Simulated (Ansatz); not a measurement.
Ansatz (a program for electronic structure) run on RbLuSe2 (R-3m, 4 atoms in the cell): self-consistent single point.

Level of theory: PBEsol, default PAW files made with PBE (plane waves; Ansatz).

```yaml
crystal:
  lattice:
    - [2.02635, 1.16992, 7.76382]
    - [-2.02635, 1.16992, 7.76382]
    - [0.00000, -2.33983, 7.76382]
  atoms:
    - { symbol: Rb, position: [0.00000, 0.00000, 0.00000] }
    - { symbol: Lu, position: [0.50000, 0.50000, 0.50000] }
    - { symbol: Se, position: [0.23049, 0.23049, 0.23049] }
    - { symbol: Se, position: [0.76951, 0.76951, 0.76951] }
```

Reference input (self-consistent single point, DFT, HSE06, plane waves, default PAW files made with PBE): basis.ecutwfc = 420 eV; kpoints.mp_grid.grid = 4 4 4; hamiltonian.xc = hse06; hamiltonian.pseudopotentials = {kind: paw} (the program's default PAW files); scf.occupations.method = gaussian; scf.occupations.width = 0.02 eV. This run's input differs from it in these lines:

Ansatz 0.2 input:
```diff
@@ -16,3 +16,3 @@
 hamiltonian:
-  xc: hse06
+  xc: pbesol
   pseudopotentials:
```

The program printed (abridged):

```
SCF iter   1: F=—  HF=-28683.572339 eV  |F-HF|=—  |Δ(HF+E_count)|=         —  Δρ=2.29e-3  dr2=9.49e-3  ethr=1.77e-3  ⟨swp⟩=6.8  Hψ=2384  notcnv=0
all-band conjugate gradients solve this SCF's bands
preconditioner: auto → Resta (q_TF=auto, 2.504 Å⁻¹)
SCF iter   2: F=—  HF=-28683.568271 eV  |F-HF|=—  |Δ(HF+E_count)|=   4.07e-3  Δρ=1.20e-3  dr2=2.21e-3  ethr=1.44e-5  ⟨swp⟩=3.0  Hψ=1203  notcnv=0  defer=30
   [... lines left out ...]
SCF iter   5: F=—  HF=-28683.568167 eV  |F-HF|=—  |Δ(HF+E_count)|=   1.82e-5  Δρ=9.93e-5  dr2=1.93e-5  ethr=1.90e-7  ⟨swp⟩=2.1  Hψ=896  notcnv=0  defer=30
SCF iter   6: F=—  HF=-28683.568180 eV  |F-HF|=—  |Δ(HF+E_count)|=   1.33e-5  Δρ=4.24e-5  dr2=2.72e-6  ethr=2.93e-8  ⟨swp⟩=2.0  Hψ=913  notcnv=0  defer=30
SCF iter   7: F=—  HF=-28683.568182 eV  |F-HF|=—  |Δ(HF+E_count)|=   1.29e-6  Δρ=1.55e-5  dr2=4.23e-7  ethr=4.12e-9  ⟨swp⟩=3.1  Hψ=992  notcnv=0  defer=30
SCF iter   8: F=-28683.568182 eV  HF=-28683.568182 eV  |F-HF|=1.23e-8  |Δ(HF+E_count)|=   5.57e-7  Δρ=3.59e-6  dr2=2.02e-8  ethr=1.52e-10  ⟨swp⟩=12.7  Hψ=3498  notcnv=0
SCF 1 converged in 8 iterations: F = -28683.568182 eV  dr2 = 2.02e-8
Free energy (F): -28683.568182 eV
Internal energy: -28683.568182 eV  (E = F + TS)
E sigma→0 (E₀):  -28683.568182 eV
Fermi energy:    9.424830 eV
--- Forces (eV/Å), atoms counted from 1 ---
  atom   1  Rb     0.00000000     0.00000000     0.00000000
  atom   2  Lu     0.00000000     0.00000000     0.00000000
  atom   3  Se     0.00000000    -0.00000001     0.34641126
  atom   4  Se     0.00000000     0.00000001    -0.34641126
--- Stress (GPa, compression-positive) ---
        2.100898       0.000000       0.000000
        0.000000       2.100898       0.000000
        0.000000       0.000000       1.965932
  P = ⅓ Tr σ = 2.0559 GPa (20.559 kbar)
  The stress holds the Pulay correction. Without it, at fixed plane waves, as pw.x and ABINIT print it: P = 2.0351 GPa
```

The run converged in 8 iterations. Against the reference run the pressure goes from 4.42 to 2.06 GPa, the largest force goes from 0.513 to 0.346 eV/Å and the gap on the mesh goes from 2.675 to 1.691 eV.

The starting cell comes from a database of computed structures (which also holds hypothetical and non-ambient phases and stackings), without a prior relaxation at this level. Its lattice was rescaled by a random factor within 2.5 % of one. Spin-orbit coupling is off. Ansatz's pressure includes its estimate of the finite-basis (Pulay) stress.
